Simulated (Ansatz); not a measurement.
Functionals compared on CO on the 1x1 (111) surface of fcc Pt, one in a 2x2 cell, started at the site 'hollow Pt-Pt-Pt over Pt at depth 2.3 Å', in Ansatz (plane waves, PAW). The structure was relaxed with PBE; the other rows are single points on it, each with its references at the same level. Cutoff 420 eV (500 eV for r2SCAN).

Slab: 18 atoms, 6.9 Å thick at the start under the adsorbate (thin: gaps and levels are the slab's own); k 6x6x1, smearing 0.1 eV, dipole-corrected; 8 atoms held, the rest relaxed; start symmetry kept, larger cells not searched; no spin, no spin-orbit, no U, no dispersion correction. At the end it is bonded to 3 Pt. In PBE it is, or lies within 0.03 eV of, the lowest of the starts that converged. These notes are the PBE run's. Adsorption energies are against CO(g). A negative adsorption energy means that the adsorbate is more stable on the surface than in its reference.

```json
[
 {"functional": "PBE", "adsorption energy (eV)": "-1.67", "work function of the top face (eV)": "6.50", "change of the work function (eV)": "0.82", "rough cost of the single point": "–"},
 {"functional": "RPBE", "adsorption energy (eV)": "-1.29", "work function of the top face (eV)": "6.37", "change of the work function (eV)": "0.85", "rough cost of the single point": "roughly 60 core-seconds"},
 {"functional": "r2SCAN", "adsorption energy (eV)": "-1.80", "work function of the top face (eV)": "6.66", "change of the work function (eV)": "0.91", "rough cost of the single point": "about 120 core-seconds (a rough figure)"}
]
```

Ansatz is a program for electronic structure.
